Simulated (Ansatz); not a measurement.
The reference is MgO in the rock salt structure (space group Fm-3m, No. 225; a = 4.159 Å).

Calculations: DFT with LDA, PAW potentials and a 420 eV plane-wave cutoff in Ansatz (a first-principles code), without spin-orbit coupling.

For the base:

- Lattice parameter a = 7.860 bohr

It is then changed as follows: cell and atoms relaxed at a pressure of 9 GPa.

Problem. What does the calculation give for the mean gap deformation potential ΔEg/Δln V after the change?

Solution. The mean gap deformation potential ΔEg/Δln V amounts to -10.5 eV.

Problem. Predict the new lattice parameter a.

Solution. The lattice parameter a shrinks by 0.123 bohr to 7.737 bohr.

Load acts through the strain it causes; cell and atoms are relaxed under it. Stability against distortions was not tested. No other phases were tried under pressure.
